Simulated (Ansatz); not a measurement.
**Convergence study of the plane-wave cutoff for InBi (P4mm, 4 atoms in the cell)**

```yaml
crystal:
  lattice:
    - [4.92555, 0.00000, 0.00000]
    - [0.00000, 4.92555, 0.00000]
    - [0.00000, 0.00000, 5.23795]
  atoms:
    - { symbol: In, position: [0.50000, 0.50000, 0.00000] }
    - { symbol: In, position: [0.00000, 0.00000, 0.00000] }
    - { symbol: Bi, position: [0.50000, 0.00000, 0.36956] }
    - { symbol: Bi, position: [0.00000, 0.50000, 0.63999] }
```

Computed with LDA (PW92), default PAW files made with PBE (plane waves; Ansatz, a first-principles code).

Base settings: basis.ecutwfc = 30.9 Ry; kpoints.mp_grid.grid = 5 5 4; hamiltonian.xc = lda; hamiltonian.pseudopotentials = {kind: paw} (the program's default PAW files); scf.occupations.method = gaussian; scf.occupations.width = 0.0073 Ry.

The second cell is the first with its lattice scaled by 0.98.

The mesh stays at the base's, so the ladder's end is converged at best in this setting alone.

The first pressure column holds Ansatz's estimate of the finite-basis (Pulay) stress, which hides part of the cutoff error; the other is without it.

Only quantities that move along the ladder and can be compared are tabulated.

The count of work is k-points × plane waves × bands × iterations; it is no time. 

The starting cell comes from a database of computed structures (which also holds hypothetical and non-ambient phases and stackings), without a prior relaxation at this level. Its lattice was rescaled by up to half a per cent. One atom was moved a little off its site on purpose. In the base run, with a pressure of about -3 GPa the cell is away from its equilibrium volume at this level.

Steps (basis.ecutwfc): 10.7 Ry; 12.5 Ry; 14 Ry; 15.4 Ry; 16.9 Ry; 18.4 Ry; 21.7 Ry; 24.6 Ry; 27.9 Ry; 30.9 Ry; 33.8 Ry; 37.1 Ry; 41.5 Ry; 46.3 Ry; 54 Ry; 61.7 Ry; 74.2 Ry.

What is the coarsest basis.ecutwfc that holds the energy of the compressed cell less the first within 0.2 meV/atom of the last step, with all finer ones?

24.6 Ry, at 0.19 of the last step's count of work; the step before is off by 0.27 meV/atom.

What is the coarsest basis.ecutwfc that holds the pressure without the Pulay estimate within 0.1 GPa of the last step, with all finer ones?

27.9 Ry, at 0.23 of the last step's count of work; the step before is off by 0.67 GPa.

What is the coarsest basis.ecutwfc that holds the pressure within 0.2 GPa of the last step, with all finer ones?

21.7 Ry, at 0.15 of the last step's count of work; the step before is off by 0.37 GPa.

| basis.ecutwfc | free energy less the last step's (meV/atom) | energy of the compressed cell less the first (meV/atom) | pressure (GPa) | pressure without the Pulay estimate (GPa) | largest difference of a force vector from the last step's (eV/Å) | count of work / last |
|---|---|---|---|---|---|---|
| 10.7 Ry | 72545.66 | -431.48 | 3.40 | -1337.93 | 1.269 | 0.078 |
| 12.5 Ry | 28066.15 | 14.69 | -10.52 | -635.75 | 0.408 | 0.094 |
| 14 Ry | 12490.15 | 19.73 | -1.50 | -325.29 | 0.309 | 0.11 |
| 15.4 Ry | 5757.98 | 12.03 | -1.88 | -170.80 | 0.594 | 0.11 |
| 16.9 Ry | 2422.45 | -19.92 | -2.67 | -84.04 | 0.229 | 0.13 |
| 18.4 Ry | 972.68 | -28.61 | -2.99 | -40.77 | 0.101 | 0.12 |
| 21.7 Ry | 103.76 | -25.84 | -3.37 | -8.97 | 0.005 | 0.15 |
| 24.6 Ry | 10.01 | -25.40 | -3.35 | -4.03 | 0.001 | 0.19 |
| 27.9 Ry | 1.82 | -25.52 | -3.36 | -3.38 | 0.001 | 0.23 |
| 30.9 Ry | 1.28 | -25.56 | -3.36 | -3.38 | 0.000 | 0.27 |
| 33.8 Ry | 0.78 | -25.57 | -3.36 | -3.37 | 0.000 | 0.31 |
| 37.1 Ry | 0.57 | -25.56 | -3.36 | -3.37 | 0.000 | 0.35 |
| 41.5 Ry | 0.42 | -25.57 | -3.36 | -3.37 | 0.000 | 0.42 |
| 46.3 Ry | 0.20 | -25.57 | -3.36 | -3.37 | 0.000 | 0.49 |
| 54 Ry | 0.12 | -25.57 | -3.36 | -3.36 | 0.000 | 0.62 |
| 61.7 Ry | 0.05 | -25.57 | -3.36 | -3.36 | 0.000 | 0.75 |
| 74.2 Ry | 0.00 | -25.57 | -3.36 | -3.36 | 0.000 | 1.0 |

The energy difference between the two cells stays within 1 meV/atom of the last step's from 21.7 Ry on, the total only from 33.8 Ry on: much of the error is common to both cells and cancels.

At the lowest cutoff the pressure without the Pulay estimate lies 1330 GPa under the last step's, the usual sign of Pulay stress in an incomplete plane-wave basis.

Keys are those of Ansatz 0.2.
